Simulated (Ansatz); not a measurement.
## What uniaxial stress, 2 GPa compression along x does to Pd

The reference is Pd in the fcc (Cu type) structure (space group Fm-3m, No. 225; a = 3.878 Å; relaxed with 0.1 eV smearing). Axes: x, y, z lie along the cube axes.

Modification: uniaxial stress, 2 GPa compression along x; all other stress components relax to zero.

Computed with PBEsol/PAW in Ansatz (a first-principles code), spin-orbit coupling left out, earlier PAW set. k-mesh 29×29×29 (Γ-centred); smearing 0.1 eV (Fermi–Dirac).

| quantity | base | changed | shift |
|---|---|---|---|
| volume per atom | 14.57 Å³ | 14.53 Å³ | -0.04 Å³ |
| space group | Fm-3m (No. 225) | I4/mmm (No. 139) | – |
| shortest interatomic distance | 2.742 Å | 2.725 Å | -0.017 Å |
| energy relative to the base (free energy F) | 0 meV/atom | +2.2 meV/atom | +2.2 meV/atom |
| band gap | zero | zero | – |
| strain response (xx, yy, zz) | – | (−2.30, +1.02, +1.02) % | – |
| secant Young's modulus along x | – | 87 GPa | – |
| mean lateral Poisson ratio | – | 0.44 | – |

Final structure:

```
CELL_PARAMETERS angstrom
      0.00000     1.95854     1.95854
      1.89417     0.00000     1.95854
      1.89417     1.95854     0.00000
ATOMIC_POSITIONS crystal
  Pd 0.00000 0.00000 0.00000
```

Cost of the whole job for the changed cell (relaxation, final SCF and bands): around 4 core-minutes (rough).

Beyond what the load breaks, stability against distortions was not tested. The final runs are not spin-polarised.
